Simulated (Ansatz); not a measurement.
Density of states of ZnS (F-43m) below the valence band maximum, Ansatz (a quantum-chemistry and plane-wave program) with r2SCAN with spin-orbit coupling, rigid bands; cell volume 39.1 Å³.

```
energy from edge (eV)  10⁻³ states/eV/cell
---------------------  -------------------
0.006                                 28.0
0.031                                 92.9
0.056                                  163
0.081                                  220
0.106                                  263
0.131                                  302
0.156                                  336
0.181                                  369
0.206                                  399
0.231                                  429
0.256                                  458
0.281                                  486
0.319                                  527
0.344                                  556
0.369                                  584
0.394                                  612
0.419                                  639
0.444                                  669
0.469                                  697
0.494                                  726
0.519                                  755
0.544                                  787
0.569                                  819
0.594                                  851
```

Question: What effective density of states at 300 K does this give (∫ g(E) exp(−E/k_BT) dE, both spins, divided by the cell's size)?

Answer: 5.2e19 cm⁻³, a density-of-states mass of 1.62 mₑ, valleys and band degeneracy included.

Geometry: cell and atoms relaxed with r2SCAN.
